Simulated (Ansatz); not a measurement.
## ZnSe: response to strain

Take ZnSe in the zinc blende structure (space group F-43m, No. 216; a = 5.7330 Å) as the base.

Strains are applied to the cell and any free atomic positions relax.

Computed with PBE (Ansatz, a first-principles code, PAW, no SOC).

```tsv
isotropic strain (%)	band gap (eV)
-2	1.39
-1	1.27
-0.5	1.21
0	1.15
0.5	1.09
1	1.04
1.5	0.98
2	?
2.5	0.87
```

### Question
Fit E_g = E₀ + Dε (ε in %) to the rows shown and predict the withheld row.

### Answer
Least squares on the printed values gives E₀ = 1.15 eV, D = -116 meV per % of strain (largest residual 0.01 eV); this predicts 0.92 eV, and the run gives 0.93 eV, in agreement.

Stability against distortions was not tested.
